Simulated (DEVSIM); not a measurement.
Device: Schottky contact on n-type GaAs, at 400 K.

```csv
layer (left to right),material,thickness (μm),Nd (cm⁻³),τn (s),τp (s)
1,GaAs,12.0,7e15,1.7e-8,1.7e-8
```

Left contact: Schottky, work function 4.87 eV, emission velocity 6.8e6 cm/s. Right contact: ohmic. Voltage is applied to the left contact. Recombination: SRH at mid-gap, radiative, Auger. Mobility is μmin + (μ − μmin)/(1 + (N/Nref)^α).

This is a model device: material constants are rounded textbook-type values typed into the input, and sizes, dopings and lifetimes were drawn at random. Values at 300 K; Nc and Nv go as T^1.5, mobilities as T to minus their exponent, the gap by Varshni's rule with the affinity fixed.

```
parameter             GaAs
----------------  --------
gap (eV)             1.424
affinity (eV)         4.07
permittivity          12.9
Nc (cm⁻³)           4.7e17
Nv (cm⁻³)             9e18
μn (cm²/Vs)           8500
μp (cm²/Vs)            400
μn,min                 500
μp,min                  20
Nref,n                6e16
Nref,p              1.5e17
αn                    0.39
αp                    0.38
T exponent of μn       2.1
T exponent of μp       2.2
B (cm³/s)            2e-10
Cn (cm⁶/s)           1e-30
Cp (cm⁶/s)           1e-30
Varshni α (eV/K)  0.000541
Varshni β (K)          204
```

DEVSIM, 1D drift-diffusion, Boltzmann statistics, complete ionisation; no tunnelling, impact ionisation, image-force lowering or self-heating. Metal contacts follow the ideal Schottky-Mott rule: no Fermi-level pinning, no interface dipoles.

Base results: potential step across the device at zero bias (V) 0.640; dark forward voltage at 1 A/cm² (V) 0.335; dark forward voltage at 100 A/cm² (V) 0.529; largest field in the device at zero bias (V/cm) 34000.

Question: What follows from this one change: doping Nd of layer 1 7e+15 → 2.1e+16 cm^-3?

Answer: potential step across the device at zero bias 0.640 → 0.678 V; dark forward voltage at 1 A/cm² little changed (0.334 V); dark forward voltage at 100 A/cm² 0.529 → 0.506 V; largest field in the device at zero bias 34000 → 61000 V/cm.

Question: What follows from this one change: metal work function 4.87 → 4.82 eV?

Answer: potential step across the device at zero bias 0.640 → 0.590 V; dark forward voltage at 1 A/cm² 0.335 → 0.285 V; dark forward voltage at 100 A/cm² 0.529 → 0.479 V; largest field in the device at zero bias little changed (33000 V/cm).

Question: What follows from this one change: temperature 400 → 350 K?

Answer: potential step across the device at zero bias 0.640 → 0.666 V; dark forward voltage at 1 A/cm² 0.335 → 0.399 V; dark forward voltage at 100 A/cm² 0.529 → 0.565 V; largest field in the device at zero bias little changed (35000 V/cm).

Question: What follows from this one change: constant mobility in place of the doping-dependent one?

Answer: potential step across the device at zero bias little changed (0.640 V); dark forward voltage at 1 A/cm² little changed (0.335 V); dark forward voltage at 100 A/cm² 0.529 → 0.519 V; largest field in the device at zero bias little changed (34000 V/cm).
